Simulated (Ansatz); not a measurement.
A computed series for MoS2: pressure series

Base system: MoS$_{2}$ (space group P6_3/mmc, No. 194; a = 3.1090 Å, c = 11.7090 Å; layered, stacked along the Cartesian z axis).

Cell and atoms are relaxed at each pressure.

Level of theory: Ansatz (a first-principles code) PBEsol-D3(BJ), no spin-orbit coupling.

```json
[
 {"pressure (GPa)": "-2", "volume per atom (Å³/atom)": "16.923"},
 {"pressure (GPa)": "-1", "volume per atom (Å³/atom)": "16.594"},
 {"pressure (GPa)": "0", "volume per atom (Å³/atom)": "16.336"},
 {"pressure (GPa)": "0.7", "volume per atom (Å³/atom)": "?"},
 {"pressure (GPa)": "1.5", "volume per atom (Å³/atom)": "16.010"},
 {"pressure (GPa)": "3", "volume per atom (Å³/atom)": "15.738"},
 {"pressure (GPa)": "5", "volume per atom (Å³/atom)": "15.428"},
 {"pressure (GPa)": "7.5", "volume per atom (Å³/atom)": "15.098"},
 {"pressure (GPa)": "10", "volume per atom (Å³/atom)": "14.809"}
]
```

Task: Fit the third-order Birch–Murnaghan form P(V) = (3B₀/2)[(V₀/V)^(7/3) − (V₀/V)^(5/3)]·[1 + (3/4)(B₀′ − 4)((V₀/V)^(2/3) − 1)] (squares taken in P) to the rows shown and predict the withheld row.

Result: Least squares on the printed values gives V₀ = 16.342 Å³/atom, B₀ = 67.9 GPa, B₀′ = 8.6; this predicts 16.181 Å³/atom, and the run gives 16.175 Å³/atom, 0.006 lower.

Load acts through the strain it causes; cell and atoms are relaxed under it. No phonon test of stability was made. Competing high-pressure phases were not computed.
